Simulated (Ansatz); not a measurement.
Electronic density of states of amorphous Zr₂₀O₄₃In₂, density 5.62 g/cm³, on a 2×2×2 Γ-centred mesh with a Gaussian width of 0.1 eV; energies count from the Fermi level, whose place inside the gap is arbitrary. Cell and mesh are small, so fine structure isn't converged. All values below come from PBE, scalar-relativistic without spin-orbit coupling (plane waves to 420 eV, PAW; Ansatz, a first-principles code). Sampling: a 2×2×2 Γ-centred mesh; Fermi-Dirac width 0.02 eV; no spin polarisation. At PBE the levels at the filled edge of the gap are localised (band-tail or defect states).

A CHGNet melt-quench gave the starting glass, which DFT then relaxed. O atoms were pushed apart under 1.9 Å during the dynamics, to hinder bonds among them. The hot cell started wider than the set density and was brought back towards it in steps. It is the lowest in DFT energy of 2 quenches. It is a model cell: composition and starting density were chosen by hand, and all elements were melted together. No dispersion term was used. Its density started from a set value of 5.42 and ended at 5.62 g/cm³. The quench (nominally 380 K/ps over its main leg) was far faster than any real one, so the model tends to hold more defects than a real film. A cell of this size samples the disorder only roughly. Volume and shape were free in the relaxation.

```tsv
E - EF (eV)	states/(eV atom)
-12.00	0.00
-11.90	0.00
-11.80	0.00
-11.70	0.00
-11.60	0.00
-11.50	0.00
-11.40	0.00
-11.30	0.00
-11.20	0.00
-11.10	0.00
-11.00	0.00
-10.90	0.00
-10.80	0.00
-10.70	0.00
-10.60	0.00
-10.50	0.00
-10.40	0.00
-10.30	0.00
-10.20	0.00
-10.10	0.00
-10.00	0.00
-9.90	0.00
-9.80	0.00
-9.70	0.00
-9.60	0.00
-9.50	0.00
-9.40	0.00
-9.30	0.00
-9.20	0.00
-9.10	0.00
-9.00	0.00
-8.90	0.00
-8.80	0.00
-8.70	0.00
-8.60	0.00
-8.50	0.00
-8.40	0.00
-8.30	0.00
-8.20	0.00
-8.10	0.00
-8.00	0.00
-7.90	0.00
-7.80	0.00
-7.70	0.00
-7.60	0.00
-7.50	0.00
-7.40	0.00
-7.30	0.01
-7.20	0.07
-7.10	0.14
-7.00	0.15
-6.90	0.17
-6.80	0.07
-6.70	0.01
-6.60	0.10
-6.50	0.28
-6.40	0.37
-6.30	0.52
-6.20	0.65
-6.10	0.69
-6.00	0.74
-5.90	0.77
-5.80	0.82
-5.70	0.83
-5.60	0.81
-5.50	0.80
-5.40	0.83
-5.30	0.80
-5.20	0.78
-5.10	0.79
-5.00	0.81
-4.90	0.82
-4.80	0.82
-4.70	0.83
-4.60	0.82
-4.50	0.81
-4.40	0.83
-4.30	0.85
-4.20	0.85
-4.10	0.89
-4.00	0.87
-3.90	0.82
-3.80	0.86
-3.70	0.89
-3.60	0.90
-3.50	0.99
-3.40	0.99
-3.30	0.96
-3.20	0.94
-3.10	0.95
-3.00	1.00
-2.90	1.01
-2.80	1.00
-2.70	1.00
-2.60	1.00
-2.50	0.97
-2.40	0.92
-2.30	0.84
-2.20	0.79
-2.10	0.67
-2.00	0.54
-1.90	0.47
-1.80	0.35
-1.70	0.27
-1.60	0.13
-1.50	0.02
-1.40	0.00
-1.30	0.00
-1.20	0.00
-1.10	0.00
-1.00	0.00
-0.90	0.00
-0.80	0.00
-0.70	0.00
-0.60	0.00
-0.50	0.00
-0.40	0.00
-0.30	0.00
-0.20	0.00
-0.10	0.00
0.00	0.00
0.10	0.00
0.20	0.00
0.30	0.00
0.40	0.00
0.50	0.00
0.60	0.00
0.70	0.00
0.80	0.00
0.90	0.00
1.00	0.00
1.10	0.00
1.20	0.00
1.30	0.00
1.40	0.00
1.50	0.01
1.60	0.07
1.70	0.15
1.80	0.22
1.90	0.30
2.00	0.28
2.10	0.32
2.20	0.43
2.30	0.43
2.40	0.48
2.50	0.59
2.60	0.60
2.70	0.63
2.80	0.71
2.90	0.74
3.00	0.78
3.10	0.81
3.20	0.80
3.30	0.75
3.40	0.74
3.50	0.74
3.60	0.77
```

The level gap on this mesh is 3.23 eV; the broadening fills part of it in the curve.
